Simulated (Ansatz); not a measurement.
Base system: ZnO (space group P4_2/mnm, No. 136; a = 5.516 Å, c = 3.240 Å; a cell from a computed database, its experimental status unchecked).

Method: PBEsol (Ansatz, a quantum-chemistry and plane-wave program; PAW; 420 eV plane waves; no SOC).

One change was made to it. Results:

The band gap stays essentially unchanged (0.70 eV against 0.71 eV); the density increases by 0.028 g/cm³ (5.49 g/cm³ → 5.51 g/cm³).

Problem. Name the change that was made.
A) pressure 10 GPa
B) pressure 0.7 GPa
C) pressure −2 GPa

Solution. B, pressure 0.7 GPa. For comparison, the density in the other runs: pressure −2 GPa gives 5.40 g/cm³; pressure 10 GPa gives 5.89 g/cm³.

Load acts through the strain it causes; cell and atoms are relaxed under it. Stability against distortions was not tested. No other phases were tried under pressure. This is not the structure that ZnO has at room temperature and ambient pressure.
